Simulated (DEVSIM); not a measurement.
System: Si/Ge n-p heterojunction, at 300 K.

Layer 1 from the left is Si, thickness (μm) 0.0560, Nd (cm⁻³) 1.4e16, τn (s) 1.7e-5, τp (s) 1.7e-5. Layer 2 from the left is Ge, thickness (μm) 1.20, Na (cm⁻³) 7.3e15, τn (s) 1.7e-5, τp (s) 1.7e-5.

Left contact: ohmic. Right contact: ohmic. Voltage is applied to the left contact. Recombination: SRH at mid-gap, radiative. Mobility is μmin + (μ − μmin)/(1 + (N/Nref)^α).

Constants are typed, rounded textbook-type inputs, not results; the design itself was drawn at random and stands for no fabricated device. Values at 300 K.

Si: gap (eV) 1.124, affinity (eV) 4.05, permittivity 11.7, Nc (cm⁻³) 2.86e19, Nv (cm⁻³) 3.1e19, μn (cm²/Vs) 1417, μp (cm²/Vs) 470, μn,min 52, μp,min 45, Nref,n 9.7e16, Nref,p 2.2e17, αn 0.68, αp 0.72, B (cm³/s) 4.7e-15. Ge: gap (eV) 0.664, affinity (eV) 4, permittivity 16, Nc (cm⁻³) 1.04e19, Nv (cm⁻³) 6e18, μn (cm²/Vs) 3900, μp (cm²/Vs) 1900, μn,min 150, μp,min 100, Nref,n 2.6e17, Nref,p 4e17, αn 0.56, αp 0.6, B (cm³/s) 6.4e-14.

DEVSIM, 1D drift-diffusion, Boltzmann statistics, complete ionisation; no tunnelling, impact ionisation, image-force lowering or self-heating. Band offsets follow the typed affinities; no thermionic-emission limit at abrupt steps, no polarisation charge.

### Question
What does the simulation give for the largest field in the device at zero bias, the potential step across the device at zero bias, the dark forward voltage at 1 A/cm², the dark forward voltage at 100 A/cm²?

### Answer
largest field in the device at zero bias 20000 V/cm; potential step across the device at zero bias 0.243 V; dark forward voltage at 1 A/cm² 0.126 V; dark forward voltage at 100 A/cm² 0.249 V.
